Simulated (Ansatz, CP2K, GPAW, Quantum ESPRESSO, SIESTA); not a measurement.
# One structure in several programs: LiNiS2 (P1, 8 atoms in the cell)

Self-consistent single point, at a second geometry (atoms moved at random). First geometry:

```
LiNiS2
1.0
    5.77262     0.00000     0.00000
    0.00000     3.43378     0.00000
   -0.00829     0.00000     5.94827
Li Ni S
2 2 4
Direct
  0.50000   0.25785   0.75000
  0.50000   0.74215   0.25000
  0.00000   0.74624   0.25000
  0.00000   0.25376   0.75000
  0.21131   0.24667   0.41869
  0.78869   0.75333   0.58131
  0.78869   0.24667   0.08131
  0.21131   0.75333   0.91869
```

Second geometry:
```yaml
crystal:
  lattice:
    - [5.77262, 0.00000, 0.00000]
    - [0.00000, 3.43378, 0.00000]
    - [-0.00829, 0.00000, 5.94827]
  atoms:
    - { symbol: Li, position: [0.50007, 0.24861, 0.75022] }
    - { symbol: Li, position: [0.50299, 0.75865, 0.24628] }
    - { symbol: Ni, position: [0.00504, 0.74617, 0.25026] }
    - { symbol: Ni, position: [0.00559, 0.26127, 0.75438] }
    - { symbol: S, position: [0.20184, 0.22486, 0.41551] }
    - { symbol: S, position: [0.77695, 0.77009, 0.58339] }
    - { symbol: S, position: [0.79288, 0.23814, 0.08573] }
    - { symbol: S, position: [0.21463, 0.75221, 0.91424] }
```

Shared settings, as Ansatz (a quantum-chemistry and plane-wave program) writes them: kpoints.mp_grid.grid = 4 7 4; scf.occupations.method = gaussian; scf.occupations.width = 0.136 eV. Potentials and cutoffs stand in the table.

```csv
code,model,ΔF from the first geometry (meV/atom),pressure (GPa),largest force (eV/Å),cutoff
Ansatz,"PBEsol, PAW files made with PBE",9.5,-4.38,0.731,420 eV
Quantum ESPRESSO,"PBEsol, GBRV 1.5 ultrasoft (PBESOL) pseudopotentials",9.5,-4.31,0.715,50 Ry
CP2K,"PBEsol, GPW, DZVP-MOLOPT-SR-GTH basis, GTH-PBE potentials (GTH_POTENTIALS)",10.1,-3.92,–,grid 600 Ry
GPAW,"PBEsol, GPAW PAW datasets PBEsol (made by gpaw-setup)",9.8,-3.70,0.700,850 eV
SIESTA,"GGA PBEsol, numerical atomic orbitals TZP, PseudoDojo PBEsol standard norm-conserving potentials (rewritten from UPF to PSML)",10.2,-4.00,0.683,grid 300 Ry
```

Size of the force on each atom (eV/Å): Sizes of forces hide their directions.

| code | Li1 | Li2 | Ni3 | Ni4 | S5 | S6 | S7 | S8 |
|---|---|---|---|---|---|---|---|---|
| Ansatz | 0.057 | 0.087 | 0.616 | 0.522 | 0.610 | 0.731 | 0.533 | 0.258 |
| Quantum ESPRESSO | 0.057 | 0.087 | 0.622 | 0.529 | 0.611 | 0.715 | 0.521 | 0.234 |
| GPAW | 0.059 | 0.090 | 0.650 | 0.545 | 0.637 | 0.700 | 0.498 | 0.202 |
| SIESTA | 0.064 | 0.100 | 0.664 | 0.554 | 0.678 | 0.683 | 0.464 | 0.165 |

A dash marks a value that a program does not give, or that is left out as unsure.

On Ansatz's run: spin polarisation is off, so a magnetic state, if there is one, cannot be reached.

The spread over the programs that give each value: ΔF from the first geometry within 0.7 meV/atom; pressure within 0.68 GPa; largest force within 0.048 eV/Å.

CP2K and SIESTA use small atom-centred bases, whose incompleteness enters pressures, forces and empty levels differently from a plane-wave cutoff. Ansatz's pressure is given at a fixed set of plane waves, as the other plane-wave codes print theirs; with its correction for the finite basis it is -4.35 GPa. In the force vectors, SIESTA (by 0.127) lies more than 0.08 eV/Å from the median of the plane-wave programs.

The starting cell comes from a database of computed structures (which also holds hypothetical and non-ambient phases and stackings), without a prior relaxation at this level. Its lattice was rescaled by a random factor within 2.5 % of one. For this run, on top of that: atoms moved at random.

Keys are those of Ansatz 0.2.
